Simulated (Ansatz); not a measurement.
## Evanescent states of SrTiO$_{3}$ (Pm-3m, cubic perovskite, 5 atoms a cell, 12.0 Å³ an atom) along the normal of (110)

All values below come from r2SCAN (plane waves, PAW; Ansatz, a first-principles code).

The gap is the functional's own, uncorrected, and κ follows it; spin-orbit coupling is left out. Mid-gap means the computed energy nearest the middle.

Energies count from the valence-band top; κ is the least over a 8×6 mesh across the current.

```csv
E (eV),κ (1/Å),where
0.06,0.112,off Γ
0.18,0.189,off Γ
0.30,0.215,Γ
0.42,0.227,Γ
0.54,0.235,Γ
0.66,0.242,Γ
0.78,0.246,Γ
0.90,0.249,Γ
1.02,0.249,Γ
1.14,0.247,Γ
1.26,0.244,Γ
1.38,0.238,Γ
1.50,0.229,Γ
1.62,0.218,Γ
1.74,0.204,Γ
1.86,0.184,Γ
1.98,0.159,Γ
2.10,0.123,Γ
2.22,0.057,Γ
```

**Question.** How thick must the barrier be to attenuate the transmission by 10^8 when the electrodes' Fermi level lies at 2.10 eV, and what attenuation does that film give at 0.06 eV?

**Answer.** d = 8 ln 10 / (2 × 0.123) = 74.9 Å. At 0.06 eV it gives 8 × 0.112/0.123 = 7.3 decades.
